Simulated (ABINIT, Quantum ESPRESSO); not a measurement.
A Quantum ESPRESSO input for a self-consistent single point of HfO₂ (P4_2/nmc, 6 atoms in the cell) (DFT, PBE, plane waves, GBRV 1.5 ultrasoft (PBE) pseudopotentials):

```fortran
&control
    calculation = 'scf'
    prefix = 'HfO2'
    outdir = './tmp'
    pseudo_dir = './'
    tprnfor = .true.
    tstress = .true.
/
&system
    ibrav = 6
    celldm(1) = 6.52792851
    celldm(3) = 1.4535786067
    nat = 6
    ntyp = 2
    ecutwfc = 40
    ecutrho = 320
    occupations = 'smearing'
    smearing = 'fd'
    degauss = 0.000734986
/
&electrons
    conv_thr = 1.0d-10
/
ATOMIC_SPECIES
Hf   178.4900  hf_pbe_v1.uspp.F.UPF
O     15.9990  o_pbe_v1.2.uspp.F.UPF
ATOMIC_POSITIONS angstrom
Hf    1.72721550    1.72721550    2.51064350
Hf    0.00000000    0.00000000    0.00000000
O     0.00000000    1.72721550    3.50089151
O     0.00000000    1.72721550    0.99024801
O     1.72721550    0.00000000    4.03103899
O     1.72721550    0.00000000    1.52039549
K_POINTS automatic
8 8 5  0 0 0
```

Problem. Give the ABINIT input for the same structure, mesh, smearing and functional.

Solution. This is the input that was run; spellings and numerical settings could be chosen otherwise.

```
# HfO2, PseudoDojo nc-sr-05 PBE standard
pp_dirpath "./"
pseudos "Hf.upf, O.upf"
acell 3*1.0
rprim
         6.5279285064    0.0000000000    0.0000000000
         0.0000000000    6.5279285064    0.0000000000
         0.0000000000    0.0000000000    9.4888572231
natom 6
ntypat 2
znucl 72 8
typat 1 1 2 2 2 2
xcart
         3.2639642532    3.2639642532    4.7444286116
         0.0000000000    0.0000000000    0.0000000000
         0.0000000000    3.2639642532    6.6157261445
         0.0000000000    3.2639642532    1.8712975330
         3.2639642532    0.0000000000    7.6175596902
         3.2639642532    0.0000000000    2.8731310786
ecut 42 Ha
occopt 3
tsmear 0.01 eV
nband 31
kptopt 1
ngkpt 8 8 5
nshiftk 1
shiftk 0 0 0
nstep 80
toldfe 1.0e-09
prtwf 0
prtden 0
prtvol 1
enunit 2
```

Basis, cutoffs, solver keys and any potentials are the target program's own. This input uses DFT, PBE, plane waves, norm-conserving pseudopotentials (PseudoDojo nc-sr-05 PBE standard).

The starting cell comes from a database of computed structures (which also holds hypothetical and non-ambient phases and stackings), without a prior relaxation at this level. Its lattice was rescaled by a random factor within 2.5 % of one. For this run, on top of that: lattice scaled by 0.98.
